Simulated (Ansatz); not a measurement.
Base system: LaWN3 (space group P4mm, No. 99; a = 3.9345 Å, c = 4.1355 Å; a cell from a computed database, its experimental status unchecked).

It is then changed as follows: cell and atoms relaxed at a pressure of 0.3 GPa.

Levels (all Ansatz, a quantum-chemistry and plane-wave program, PAW): PBEsol (420 eV, without spin-orbit coupling); PBEsol+SOC (420 eV, with spin-orbit coupling).

The geometry is relaxed with PBEsol.

| Item | Value |
|---|---|
| PBEsol pressure | 0.3 GPa |

Q: What does PBEsol+SOC give at this geometry for the pressure?

A: The pressure shrinks by 0.3 GPa, from 0.3 GPa to 0.0 GPa.

Single points use the geometry relaxed with PBEsol. Differences between runs with and without spin-orbit coupling are approximate. Load acts through the strain it causes; cell and atoms are relaxed under it. No phonon test of stability was made. The runs without spin-orbit coupling are not spin-polarised.
